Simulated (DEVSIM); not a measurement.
Structure: abrupt Ge n-p junction, at 300 K.

```
layer (left to right)  material  thickness (μm)  Nd (cm⁻³)  Na (cm⁻³)   τn (s)   τp (s)
---------------------  --------  --------------  ---------  ---------  -------  -------
1                            Ge            1.30     5.5e15          -  0.00097  0.00097
2                            Ge            14.0          -     1.1e15  0.00097  0.00097
```

Left contact: ohmic. Right contact: ohmic. Voltage is applied to the left contact. Recombination: SRH at mid-gap. Mobility is μmin + (μ − μmin)/(1 + (N/Nref)^α).

Constants are typed, rounded textbook-type inputs, not results; the design itself was drawn at random and stands for no fabricated device. Values at 300 K.

```csv
parameter,Ge
gap (eV),0.664
affinity (eV),4
permittivity,16
Nc (cm⁻³),1.04e19
Nv (cm⁻³),6e18
μn (cm²/Vs),3900
μp (cm²/Vs),1900
"μn,min",150
"μp,min",100
"Nref,n",2.6e17
"Nref,p",4e17
αn,0.56
αp,0.6
```

Model (solved in DEVSIM): 1D drift-diffusion, Boltzmann statistics, complete ionisation; no tunnelling, impact ionisation, image-force lowering or self-heating.

The doping Nd of layer 1 was swept, all else fixed.

```json
[
 {"doping Nd of layer 1 (cm^-3)": "1.6e14", "potential step across the device at zero bias (V)": "0.156", "largest field in the device at zero bias (V/cm)": "2200", "dark forward voltage at 100 A/cm² (V)": "0.439"},
 {"doping Nd of layer 1 (cm^-3)": "5.5e14", "potential step across the device at zero bias (V)": "0.187", "largest field in the device at zero bias (V/cm)": "3400", "dark forward voltage at 100 A/cm² (V)": "0.398"},
 {"doping Nd of layer 1 (cm^-3)": "1.6e15", "potential step across the device at zero bias (V)": "0.215", "largest field in the device at zero bias (V/cm)": "4900", "dark forward voltage at 100 A/cm² (V)": "0.365"},
 {"doping Nd of layer 1 (cm^-3)": "5.5e15", "potential step across the device at zero bias (V)": "0.247", "largest field in the device at zero bias (V/cm)": "6600", "dark forward voltage at 100 A/cm² (V)": "0.335"},
 {"doping Nd of layer 1 (cm^-3)": "1.6e16", "potential step across the device at zero bias (V)": "0.274", "largest field in the device at zero bias (V/cm)": "8500", "dark forward voltage at 100 A/cm² (V)": "0.317"},
 {"doping Nd of layer 1 (cm^-3)": "5.5e16", "potential step across the device at zero bias (V)": "0.306", "largest field in the device at zero bias (V/cm)": "[?]", "dark forward voltage at 100 A/cm² (V)": "[?]"},
 {"doping Nd of layer 1 (cm^-3)": "1.6e17", "potential step across the device at zero bias (V)": "0.334", "largest field in the device at zero bias (V/cm)": "20000", "dark forward voltage at 100 A/cm² (V)": "0.297"}
]
```

Fill in the missing entries.


- 5.5e16, largest field in the device at zero bias (V/cm): 13000
- 5.5e16, dark forward voltage at 100 A/cm² (V): 0.303
